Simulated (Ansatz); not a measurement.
Consider interstitial Na in monoclinic HfO2, charge state +1. The step: a direct jump of one Na atom; the atom moves 1.32 Å along (0.23, -0.08, 0.12) of the unit cell; the moving atom starts with neighbours Hf at 2.48; O at 2.05, O at 2.06, O at 2.17, O at 2.23, O at 2.28 Å and ends with Hf at 2.48; O at 2.05, O at 2.06, O at 2.17, O at 2.23, O at 2.28 Å. DFT values are from Ansatz (plane-wave PAW, 420 eV unless said) in a cell of 96 host sites, spin-restricted, static, with no finite-size correction. The charge state is imposed; whether it is stable for some Fermi level was not computed. Sites that were not tried may lie lower. For the PBE band: the saddle point's order was not checked, and it lies on a symmetry element of the cell, where a band can be held.

| Level | Forward barrier (eV) | Cost of the band or of the saddle's single point |
|---|---|---|
| CHGNet universal potential (has no charge state), its own band | 0.10 | - |
| PBE, the Γ point alone, band relaxed | 0.10 | very roughly 17 core-minutes |
| PBE, a 2×2×2 k-point mesh shifted by half a step, same geometries | 0.10 | very roughly 8 core-minutes |
| r2SCAN at 500 eV, the Γ point alone, same geometries | 0.12 | about 2.0 core-minutes (a rough figure) |

Ansatz is an electronic-structure program.
